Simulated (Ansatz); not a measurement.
What biaxial strain +2.08 %, plane normal [111], relaxed out of plane does to Ca

Take Ca in the fcc (Cu type) structure (space group Fm-3m, No. 225; a = 5.456 Å; relaxed with 0.1 eV smearing) as the base. Axes: x, y, z lie along the cube axes.

Modification: tensile biaxial strain of 2.08 % in the plane normal to [111], as in epitaxy on a mismatched substrate; the out-of-plane cell vector and the atoms relax.

The values are results of Kohn–Sham DFT with the PBEsol functional, run in Ansatz (a quantum-chemistry and plane-wave program) with PAW and 420 eV plane waves, spin-orbit coupling left out, not measurements. k-mesh 21×21×21 (Γ-centred); smearing 0.1 eV (Fermi–Dirac).

The space group goes from Fm-3m (No. 225) to R-3m (No. 166) and the energy increases by 4.6 meV/atom. The pressure (mean of the normal stresses, compression positive) goes from zero to -0.6 GPa and the band gap remains zero. The out-of-plane strain amounts to -0.79 % and the ratio −ε⊥/ε∥ comes out as 0.38.

Final structure (turned so that z lies along the plane normal):

```xyz
1
Lattice="3.9381 0.0000 0.0000 1.9690 3.4105 0.0000 1.9690 -1.1368 3.1249" Properties=species:S:1:pos:R:3 pbc="T T T"
Ca     0.0000     0.0000     0.0000
```

Whether these cells are dynamically stable was not tested.
